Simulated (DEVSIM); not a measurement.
Structure: Al/SiON/n-GaAs capacitor, at 400 K.

| layer (left to right) | material | thickness (nm) | Nd (cm⁻³) |
|---|---|---|---|
| 1 | SiON | 2.20 | - |
| 2 | GaAs | 8100 | 6.4e15 |

Metal gate on the left, work function 4.1 eV. Fixed charge at the semiconductor interface 6.8e11 cm⁻² (in units of +e); no interface traps.

This is a model device: material constants are rounded textbook-type values typed into the input, and sizes, dopings and lifetimes were drawn at random. Values at 300 K; Nc and Nv go as T^1.5, mobilities as T to minus their exponent, the gap by Varshni's rule with the affinity fixed.

```tsv
parameter	SiON	GaAs
gap (eV)	7	1.424
affinity (eV)	1.4	4.07
permittivity	5.5	12.9
Nc (cm⁻³)	-	4.7e17
Nv (cm⁻³)	-	9e18
Varshni α (eV/K)	-	0.000541
Varshni β (K)	-	204
```

Model (solved in DEVSIM): 1D Poisson equation in equilibrium, Boltzmann statistics, complete ionisation; no quantum confinement or tunnelling. Metal contacts follow the ideal Schottky-Mott rule: no Fermi-level pinning, no interface dipoles.

The SiON thickness was swept, all else fixed.

```tsv
SiON thickness (μm)	capacitance of the dielectric stack (μF/cm²)	threshold voltage (band bending 2φF) (V)	flat-band voltage (V)
0.00088	5.53	-1.11	-0.15
0.0012	4.06	-1.12	-0.16
0.0015	3.25	-1.13	-0.17
0.0019	2.56	-1.14	-0.18
0.0022	2.21	-1.15	-0.18
0.0026	1.87	-1.17	-0.19
```

From the first row to the last the capacitance of the dielectric stack goes from 5.53 to 1.87. From the first row to the last the threshold voltage (band bending 2φF) goes from -1.11 to -1.17.
